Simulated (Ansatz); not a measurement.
**Ansatz (a first-principles code) run on SnSeS (P3m1, 3 atoms in the cell): self-consistent single point**

Method: LDA (PW92), default PAW files made with PBE (plane waves; Ansatz).

This input was run:

Ansatz 0.2 input:
```yaml
crystal:
  lattice:
    - [3.779001, 0.000000, 0.000000]
    - [-1.889500, 3.272711, 0.000000]
    - [0.000000, 0.000000, 6.395850]
  atoms:
    - { symbol: Sn, position: [0.333333, 0.666667, 0.007650] }
    - { symbol: Se, position: [0.000000, 0.000000, 0.757710] }
    - { symbol: S, position: [0.666667, 0.333333, 0.234640] }
basis:
  ecutwfc: 420.0
kpoints:
  mp_grid: { grid: [8, 8, 4] }
hamiltonian:
  xc: lda
  pseudopotentials: { kind: paw }
scf:
  occupations: { method: fixed }
output:
  forces: true
  eigenvalues: true
  stress: true
```

The program printed (abridged):

```
WARN the atoms were moved onto the symmetric positions of the space group found under crystal.symmetry.tolerance 1.0e-5 (fractional …
WARN ansatz: RAYON_NUM_THREADS=1 ignored (pool sized by the plan → 1); use --threads N
Pseudopotentials: kind: paw
Pseudopotential: Sn, paw, valence charge 14
Pseudopotential: Se, paw, valence charge 16
Pseudopotential: S, paw, valence charge 6
Crystal: 3 atoms, lattice volume = 79.101 Å³
Basis set: ecut = 420 eV, 1557 PW (Γ)
Bands: 22, of which v1, the nominal top of the filled ones, is band 18 counted from 1 (17 counted from 0)
Symmetry: 6 space group operations
Space group: P3m1 (ITA 156), of the structure as read, at distance tolerance 4.3e-5 Å
k-points: 35 of 256 (time reversal used)
PAW frozen core: Sn, regenerated for the run's functional, and the local potential with it
PAW frozen core: Se, regenerated for the run's functional, and the local potential with it
PAW frozen core: S, regenerated for the run's functional, and the local potential with it
Initial density: superposition of atomic densities (neutral atoms: chi_scale 0, normalization atom), corrected by the library's trained network
Initial wavefunctions: pseudopotential atomic-orbital guess
Eigensolver: davidson
Functional: x = slater, c = lda
SCF iter   1: F=—  HF=-12133.310653 eV  |F-HF|=—  |Δ(HF+E_count)|=         —  Δρ=6.53e-3  dr2=3.86e-2  ethr=1.77e-3  ⟨swp⟩=5.0  Hψ=3144  notcnv=0  defer=67
all-band conjugate gradients solve this SCF's bands
preconditioner: auto → Resta (q_TF=auto, 2.393 Å⁻¹)
SCF iter   2: F=—  HF=-12133.299281 eV  |F-HF|=—  |Δ(HF+E_count)|=   1.14e-2  Δρ=2.81e-3  dr2=3.58e-3  ethr=1.07e-4  ⟨swp⟩=2.0  Hψ=1124  notcnv=0  defer=70
SCF iter   3: F=—  HF=-12133.298260 eV  |F-HF|=—  |Δ(HF+E_count)|=   1.02e-3  Δρ=1.03e-3  dr2=7.36e-4  ethr=9.93e-6  ⟨swp⟩=2.0  Hψ=1295  notcnv=0  defer=70
SCF iter   4: F=—  HF=-12133.298125 eV  |F-HF|=—  |Δ(HF+E_count)|=   1.35e-4  Δρ=2.89e-4  dr2=6.78e-5  ethr=2.04e-6  ⟨swp⟩=2.7  Hψ=1414  notcnv=0  defer=70
SCF iter   5: F=—  HF=-12133.298122 eV  |F-HF|=—  |Δ(HF+E_count)|=   2.37e-6  Δρ=6.12e-5  dr2=5.41e-6  ethr=1.88e-7  ⟨swp⟩=2.7  Hψ=1421  notcnv=0
SCF iter   6: F=—  HF=-12133.298123 eV  |F-HF|=—  |Δ(HF+E_count)|=   1.48e-7  Δρ=2.73e-5  dr2=8.16e-7  ethr=1.50e-8  ⟨swp⟩=2.0  Hψ=1400  notcnv=0
SCF iter   7: F=-12133.298123 eV  HF=-12133.298123 eV  |F-HF|=5.30e-9  |Δ(HF+E_count)|=   4.04e-7  Δρ=6.93e-6  dr2=7.90e-8  ethr=2.78e-10  ⟨swp⟩=5.7  Hψ=4068  notcnv=0
SCF 1 converged in 7 iterations: F = -12133.298123 eV  dr2 = 7.90e-8
SCF converged after 7 iterations
Free energy (F): -12133.298123 eV
Harris-Foulkes:  -12133.298123 eV  (|F-HF|=5.30e-9)
Internal energy: -12133.298123 eV  (E = F + TS)
E sigma→0 (E₀):  -12133.298123 eV
Fermi energy:    5.977964 eV
--- Per-component energies (eV) ---
  E_band       = -542.049723
  E_kinetic    = 413.098132
  E_local      = -4441.600131  (includes V_loc(G=0)·N_el)
  E_nonlocal   = -586.022163
  E_hartree    = 2254.795779
  E_xc         = -576.468683
  E_vxc        = -282.208714  (∫ρ·V_xc dr)
  E_paw        = -6395.571761  (= ΣΔE_a)
  E_vpaw       = -154.918734  (= ΣTr[D̂ρ^β])
  E_aug_tail   = -0.000627  (compensation charges beyond the density's cutoff)
  E_ewald      = -2804.324127
  E_core_change = 2.795458  (= ΣΔE_core)
  E_smearing   = -0.000000  (= −TS)
  E_closure    = 0.000000  (closes the sum)
  Σ components = -12133.298123   (vs F -12133.298123, Δ=0.00e0)
--- Forces (eV/Å), atoms counted from 1 ---
  atom   1  Sn    -0.00000000     0.00000000    -0.04185310
  atom   2  Se     0.00000000    -0.00000000     0.22004447
  atom   3  S      0.00000000     0.00000000    -0.17815744
  max |Σ_I F_I| component: 3.39e-5 eV/Å
--- Stress (GPa, compression-positive) ---
       -3.471090       0.000000      -0.000000
        0.000000      -3.471090      -0.000000
       -0.000000      -0.000000      -2.643497
  P = ⅓ Tr σ = -3.1952 GPa (-31.952 kbar)
  The stress holds the Pulay correction. Without it, at fixed plane waves, as pw.x and ABINIT print it: P = -3.2343 GPa
--- Band table (eV; the first three rows and the last of 35) ---
  k-point 0: bands = ["-40.7752", "-40.7752", "-40.7532", "-40.7532", "-40.7443", "-15.0338", "-15.0338", "-14.9965", "-14.9798", "-14.9798", "-7.6311", "-5.9505", "0.2358", "5.0715", "5.0715", "5.6728", "5.9313", "5.9313", "7.0457", "9.0879", [...]
  k-point 1: bands = ["-40.7752", "-40.7752", "-40.7532", "-40.7532", "-40.7443", "-15.0338", "-15.0338", "-14.9964", "-14.9798", "-14.9798", "-7.5868", "-6.0452", "0.5072", "4.8455", "5.0636", "5.0636", "5.9547", "5.9547", "7.6967", "9.0939", [...]
  k-point 2: bands = ["-40.7752", "-40.7752", "-40.7532", "-40.7532", "-40.7443", "-15.0338", "-15.0338", "-14.9964", "-14.9798", "-14.9798", "-7.5377", "-6.1427", "0.8291", "4.2068", "5.0560", "5.0560", "5.9780", "5.9780", "8.1157", "9.0903", [...]
  k-point 34: bands = ["-40.7749", "-40.7746", "-40.7534", "-40.7533", "-40.7440", "-15.0651", "-15.0371", "-14.9880", "-14.9702", "-14.9590", "-5.6867", "-5.4171", "-1.2242", "1.8597", "2.2326", "2.8918", "5.3307", "5.5414", "8.1231", "10.8697", [...]
```

The run converged in 7 iterations.

The starting cell comes from a database of computed structures (which also holds hypothetical and non-ambient phases and stackings), without a prior relaxation at this level. Its lattice was rescaled by up to half a per cent. With a pressure of about -3 GPa the cell is away from its equilibrium volume at this level. Ansatz's pressure includes its estimate of the finite-basis (Pulay) stress.
